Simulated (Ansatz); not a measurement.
**Y: stress against strain**

Y (hcp, P6_3/mmc, 31.383 Å³/atom at rest, c along z) under a strain ε along c (axis z), the other axes held. PBEsol in Ansatz, a plane-wave DFT program (PAW, default set), 420 eV, 18×18×11 Γ-centred mesh, Fermi-Dirac smearing 0.10 eV; ions are relaxed within the symmetry of each cell. Stress is positive for a compressed cell.

Here s stands for strain and y for stress zz.

```csv
strain (%),stress zz (GPa)
-3.00,?
-1.50,1.28
-1.00,0.84
-0.50,0.42
0.00,0.00
0.50,-0.41
1.00,-0.81
1.50,-1.20
```

Q: Using a straight line, estimate the missing y at s = -3.00 from the other rows, showing the fit.

A: Means: s 0, y 0.017. About the means, the sum of products is -5.7850 and the sum of squares of s is 7.0000; the slope is their ratio. Least squares gives y = 0.017 - 0.8264·s. Residuals (row less fit): 0.023, -0.003, -0.010, -0.017, -0.014, -0.001, 0.023; standard error 0.018 (degrees of freedom: 5). The slope gives the elastic constant C33 = 83 ± 0.7 GPa. At the withheld row, y = 0.017 - 0.8264 × (-3.0) = 2.496 GPa. The calculation gives 2.65 GPa, 0.154 GPa above the prediction (4.0 % of the range of y in the table). The row lies outside the fitted rows, so this is an extrapolation. From the scatter of the fitted rows alone, a prediction at this place has a standard error of 0.028 GPa, so the miss is 5.5 times that.

One order more, fitted to all 13 runs of the series, follows each within 0.01, so the miss is the next term of a smooth law. In a metal these values are sensitive to mesh and smearing; energies are taken to zero smearing, stresses follow the free energy. Rows are the converged runs of the series near zero and its far end; series whose fitted rows scatter by over a few per cent of the range, as at a crossing or softening among them, aren't shown in this form. Most that stay on the fit to the last digits aren't either.
